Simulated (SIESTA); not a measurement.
Band structure of TcRu (P-6m2, 2 atoms in the cell).

```xyz
2
Lattice="2.7766 0.0000 0.0000 -1.3883 2.4046 0.0000 0.0000 0.0000 4.3948" Properties=species:S:1:pos:R:3 pbc="T T T"
Tc     0.0000     0.0000     0.0000
Ru     0.0000     1.6031     2.1974
```

Computed with SIESTA with GGA PBEsol, numerical atomic orbitals DZP, PseudoDojo PBEsol standard norm-conserving potentials (rewritten from UPF to PSML).

Settings: XC.functional = GGA; XC.authors = PBEsol; potentials = PseudoDojo PBEsol standard; PAO.BasisSize = DZP; PAO.EnergyShift = 0.005 Ry; MeshCutoff = 300 Ry; kgrid.MonkhorstPack = 11 11 6; OccupationFunction = MP; OccupationMPOrder = 0; ElectronicTemperature = 0.136 eV; MaxSCFIterations = 150; SCF.Mixer.Method = Broyden; SCF.Mixer.Weight = 0.1; SCF.Mixer.History = 8.

The starting cell comes from a database of computed structures (which also holds hypothetical and non-ambient phases and stackings), without a prior relaxation at this level. Its lattice was rescaled by a random factor within 2.5 % of one. Spin polarisation is off. Values carry the incompleteness of an atom-centred basis.

Levels in eV from the Fermi level, bands 13 to 18:
```
point     13     14     15     16     17    18
-----  -----  -----  -----  -----  -----  ----
Γ      -1.83  -1.21  -1.21  -0.90  -0.90  1.47
M      -1.53  -1.42  -0.94   1.47   2.41  2.76
K      -2.46  -2.04  -0.52   1.36   1.62  1.90
A      -2.32  -2.02  -2.02  -1.97   0.75  0.75
L      -0.88  -0.12   0.60   1.10   1.57  2.76
H      -2.39  -1.96  -0.65  -0.55   1.47  1.95
```

Bands cross the Fermi level along this path, so the cell is metallic at this level.

Higher empty bands are left out: an atom-centred basis made for the valence describes them poorly.
